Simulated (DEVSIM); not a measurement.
System: W/HfO2/SiO2/p-Si capacitor, at 300 K.

| layer (left to right) | material | thickness (nm) | Na (cm⁻³) |
|---|---|---|---|
| 1 | HfO2 | 6.50 | - |
| 2 | SiO2 | 0.540 | - |
| 3 | Si | 5200 | 6e15 |

Metal gate on the left, work function 4.6 eV. Fixed charge at the semiconductor interface 0 cm⁻² (in units of +e); no interface traps.

This is a model device: material constants are rounded textbook-type values typed into the input, and sizes, dopings and lifetimes were drawn at random. Values at 300 K.

```tsv
parameter	HfO2	SiO2	Si
gap (eV)	5.7	9	1.124
affinity (eV)	2.5	0.9	4.05
permittivity	22	3.9	11.7
Nc (cm⁻³)	-	-	2.86e19
Nv (cm⁻³)	-	-	3.1e19
```

Simulated with DEVSIM: 1D Poisson equation in equilibrium, Boltzmann statistics, complete ionisation; no quantum confinement or tunnelling. Metal contacts follow the ideal Schottky-Mott rule: no Fermi-level pinning, no interface dipoles.

Tabulate band edges, carrier densities and field at 0.1 V on the gate.

Energies count from the Fermi level of the right contact; mesh points crowd at the junctions.

```tsv
x (μm)	Ec (eV)	Ev (eV)	n (cm⁻³)	p (cm⁻³)	field (V/cm)
0.000	2.000	-3.700	< 1e2	< 1e2	15000
0.001310	2.002	-3.698	< 1e2	< 1e2	15000
0.003464	2.005	-3.695	< 1e2	< 1e2	15000
0.005492	2.008	-3.692	< 1e2	< 1e2	15000
0.006770	3.612	-5.388	< 1e2	< 1e2	83000
0.007622	0.466	-0.658	4.3e11	2.7e8	28000
0.009945	0.472	-0.652	3.4e11	3.5e8	27000
0.01875	0.496	-0.628	1.3e11	8.7e8	27000
0.03590	0.540	-0.584	2.4e10	4.8e9	25000
0.07592	0.633	-0.491	6.7e8	1.7e11	21000
0.1693	0.791	-0.333	1500000	7.9e13	13000
0.5231	0.903	-0.221	20000	5.9e15	53
1.212	0.903	-0.221	19000	6.0e15	≈ 0
2.777	0.903	-0.221	19000	6.0e15	≈ 0
4.414	0.903	-0.221	19000	6.0e15	≈ 0
4.868	0.903	-0.221	19000	6.0e15	≈ 0
5.067	0.903	-0.221	19000	6.0e15	≈ 0
5.148	0.903	-0.221	19000	6.0e15	≈ 0
5.188	0.903	-0.221	19000	6.0e15	≈ 0
5.200	0.903	-0.221	19000	6.0e15	≈ 0
5.205	0.903	-0.221	19000	6.0e15	≈ 0
5.207	0.903	-0.221	19000	6.0e15	≈ 0
```
